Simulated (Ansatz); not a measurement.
System: fluorite HfO2 (high-temperature phase). Method: PBE-D3(BJ) in Ansatz (plane waves, PAW).

Settings: plane-wave cutoff 520 eV, 8×8×8 k mesh, perturbation theory, scalar-relativistic PAW data made under PBE.

Cell (relaxed at this level):

Space group Fm-3m (No. 225); a = b = c = 5.0725 Å, α = β = γ = 90.00°

| atom | site | symmetry | x | y | z |
|---|---|---|---|---|---|
| Hf | 4a | m-3m | 0.0000 | 0.0000 | 0.0000 |
| O | 8c | -43m | 0.2500 | 0.2500 | 0.2500 |
(The calculation used a cell of 3 atoms; values per cell refer to that cell.)

**Question.** Predict the electronic dielectric constant ε∞.

**Answer.** 
- electronic dielectric constant ε∞ = 5.29

Note: symmetry holds this phase in the static calculation, where it need not be a minimum; the run finds an imaginary mode (222i cm⁻¹), so the cell is a saddle point at this level.

Spin–orbit coupling is not included.

Cost on a shared machine: about 6 core-minutes (a rough figure).

Ansatz is a quantum-chemistry and plane-wave program.
